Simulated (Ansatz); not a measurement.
Results of rVV10 (Ansatz, a program for electronic structure, plane waves, PAW) for CaTiO3 (Pnma, No. 62).

Run with plane-wave cutoff 520 eV, 6×6×6 k mesh, Fermi–Dirac smearing 0.01 eV, no spin polarisation, scalar-relativistic PAW data made under PBE.

Shape and atoms are relaxed at each volume.

Pressure at four volumes; x = ln(V/11.449 Å³). One pressure is withheld.

| V (Å³/atom) | x | P (GPa) |
|---|---|---|
| 10.991 | -0.0408 | ? |
| 11.220 | -0.0202 | 3.71 |
| 11.449 | 0.0000 | -0.01 |
| 11.907 | 0.0392 | -6.36 |

### Question
Pass a parabola P(x) through the three rows shown, estimate the bulk modulus and its pressure derivative near zero pressure, and predict the withheld pressure.

### Answer
Slopes between the rows: (-0.01 − (3.71))/(0.0000 − (-0.0202)) = -184.16 and (-6.36 − (-0.01))/(0.0392 − (0.0000)) = -161.99 GPa. Their difference over the span 0.0594 is c = 22.17/0.0594 = 373.2 GPa, so P(x) = 3.71 + (-184.16)(x − (-0.0202)) + 373.2 (x − (-0.0202))(x − (0.0000)). At the middle row B = −dP/dx = −[-184.16 + 373.2 × 0.0202] = 176.6 GPa, and B′ = dB/dP = 2c/B = 4.2. At x = -0.0408 the parabola gives 7.82 GPa; the run gives 7.83 GPa. The Birch–Murnaghan fit to the energies at all volumes has B0 = 176 GPa and B′ = 4.2.

Note: the relaxation could not lower the start's symmetry, so the cell can be a saddle point above a distorted one; the bulk modulus comes from volumes at which shape and atoms were relaxed.
